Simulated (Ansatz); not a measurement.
## TiC, response to strain

Start from TiC in the rock salt structure (space group Fm-3m, No. 225).

```
TiC
1.0
    0.00000     2.16390     2.16390
    2.16390     0.00000     2.16390
    2.16390     2.16390     0.00000
C Ti
1 1
Direct
  0.00000   0.00000   0.00000
  0.50000   0.50000   0.50000
```

Cartesian axes are those of the cell as printed.

Strains are applied to the cell and any free atomic positions relax; under biaxial strain the out-of-plane vector relaxes too.

All numbers come from r2SCAN, PAW, 500 eV (Ansatz, a first-principles code; no spin-orbit coupling).

Candidates:
(a) biaxial strain −2.13 %, plane normal [111], relaxed out of plane
(b) biaxial strain −0.84 %, plane normal [001], relaxed out of plane
(c) uniaxial strain ε_yy = −3.76 %
(d) tensor shear ε_xz = −1.91 %
(e) isotropic strain +5.97 %

Notes on the quantities. energy relative to the base: free energy F.

Problem. Order them by energy relative to the base, lowest first.

Solution. (b) biaxial strain −0.84 %, plane normal [001], relaxed out of plane (+2.7 meV/atom), (d) tensor shear ε_xz = −1.91 % (+8.6 meV/atom), (a) biaxial strain −2.13 %, plane normal [111], relaxed out of plane (+17 meV/atom), (c) uniaxial strain ε_yy = −3.76 % (+27 meV/atom), (e) isotropic strain +5.97 % (+0.224 eV/atom)

Without a gap, meshes like the base's 18×18×18 leave anisotropic stresses uncertain by several tenths of a GPa, and small strain energies with them. No phonon test of stability was made. All final runs are without spin polarisation.
